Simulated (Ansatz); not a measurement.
Quick settings and what they miss: InGaCu₂Te₂Se₂ (C2, 8 atoms in the cell)

Self-consistent single point.

```yaml
crystal:
  lattice:
    - [4.27630, -6.05671, 0.00000]
    - [4.27630, 6.05671, 0.00000]
    - [-4.27214, 0.00000, 4.29992]
  atoms:
    - { symbol: In, position: [0.50895, 0.49105, 0.00000] }
    - { symbol: Ga, position: [0.24173, 0.75827, 0.50000] }
    - { symbol: Cu, position: [0.74197, 0.25803, 0.50000] }
    - { symbol: Cu, position: [0.00958, 0.99042, 0.00000] }
    - { symbol: Te, position: [0.64362, 0.90468, 0.01170] }
    - { symbol: Te, position: [0.09532, 0.35638, 0.98830] }
    - { symbol: Se, position: [0.89406, 0.63454, 0.53088] }
    - { symbol: Se, position: [0.36546, 0.10594, 0.46912] }
```

Level of theory: PBEsol, default PAW files made with PBE (plane waves; Ansatz, a quantum-chemistry and plane-wave program).

Base settings: basis.ecutwfc = 420 eV; kpoints.mp_grid.grid = 3 3 4; kpoints.mp_grid.shift = 0.5 0.5 0.5; hamiltonian.xc = pbesol; hamiltonian.pseudopotentials = {kind: paw} (the program's default PAW files); scf.occupations.method = gaussian; scf.occupations.width = 0.272 eV.

Tight run (finer mesh or higher cutoff; not a proven limit): basis.ecutwfc: 420 eV → 590 eV; kpoints.mp_grid.grid: 3 3 4 → 5 5 6; scf.convergence.dr2_threshold: default (1e-07 eV) → 1e-09 eV. It gave pressure -4.30 GPa; largest force (vector length) 0.059 eV/Å.

Quick runs, as changes from the base:
- A: the base itself
- B: basis.ecutwfc: 420 eV → 210 eV; kpoints.mp_grid.grid: 3 3 4 → 2 2 2; scf.occupations.method: gaussian → methfessel_paxton; scf.occupations.width: 0.272 eV → 0.136 eV
- C: kpoints.mp_grid.grid: 3 3 4 → 4 4 4
- D: basis.ecutwfc: 420 eV → 295 eV; kpoints.mp_grid.grid: 3 3 4 → 4 4 4; scf.occupations.width: 0.272 eV → 0.136 eV; scf.convergence.dr2_threshold: default (1e-07 eV) → 0.0001 eV
- E: basis.ecutwfc: 420 eV → 210 eV; kpoints.mp_grid.grid: 3 3 4 → 4 4 4; scf.occupations.method: gaussian → methfessel_paxton

Energies are extrapolated to zero smearing width, which holds to low order in the width alone.

The count of work is k-points × plane waves × bands × iterations; it is no time. 

Pressures in the table are Ansatz's without its Pulay estimate, at a fixed set of plane waves; the tight run's value above holds the estimate.

The starting cell comes from a database of computed structures (which also holds hypothetical and non-ambient phases and stackings), without a prior relaxation at this level. Its lattice was rescaled by a random factor within 2.5 % of one. Spin polarisation is off. In the base run, with a pressure of about -4 GPa the cell is away from its equilibrium volume at this level. A gap is left out here, as mesh or smearing make it unsure.

| run | energy less tight (meV/atom) | pressure less tight (GPa) | largest miss in a force vector (eV/Å) | count of work / tight |
|---|---|---|---|---|
| A | 2.0 | -0.04 | 0.015 | 0.11 |
| B | 5751.7 | -173.56 | 0.445 | 0.011 |
| C | 1.9 | -0.03 | 0.005 | 0.19 |
| D | 143.1 | -8.21 | 0.041 | 0.079 |
| E | 5753.9 | -174.10 | 0.321 | 0.075 |

Among the runs at the tight run's level, the energy misses run from 1.9 to 5753.9 meV/atom.

Left out of this page: 1 run of the series outside the window shown, repeating another row's setting, or not comparable; 2 runs of the series with a known weakness of the program.

Keys are those of Ansatz 0.2.
